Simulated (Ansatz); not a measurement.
Cost and result by functional for the adsorption energy of CO on the 1x1 (111) surface of fcc Rh, one in a 2x2 cell, started at the site 'hollow Rh-Rh-Rh over Rh at depth 2.2 Å', in Ansatz (plane waves, PAW). Single points on the PBE structure, on one kind of machine; costs are rough ratios of the slab run's core time (references not counted) to the cheapest single point. r2SCAN's cost holds its higher cutoff (500 against 420 eV). Differences are taken against r2SCAN for comparison alone: no measured value is at hand, so the table doesn't rank accuracy.

Set-up: 18 atoms, 6.5 Å thick at the start under the adsorbate (thin: gaps and levels are the slab's own); mesh 6x6x1; 0.1 eV smearing; dipole correction on; 8 atoms held, the rest relaxed; held to the start's symmetry, so lower structures may exist; no spin, no spin-orbit, no U, no dispersion correction. At the end it is bonded to 3 Rh. In PBE it is, or lies within 0.03 eV of, the lowest of the starts that converged. These notes are the PBE run's. Adsorption energies are against CO(g). A negative adsorption energy means that the adsorbate is more stable on the surface than in its reference.

```
functional                     relative cost  adsorption energy (eV)  less r2SCAN (eV)
-----------------------------  -------------  ----------------------  ----------------
RPBE                                       1                   -1.52              0.51
r2SCAN                                     2                   -2.03              0.00
PBE (the relaxed run's value)              –                   -1.90              0.13
```

The values span 0.51 eV, while the single points' costs differ by a factor of roughly 2. Differences are of unrounded values.

Ansatz is an electronic-structure program.
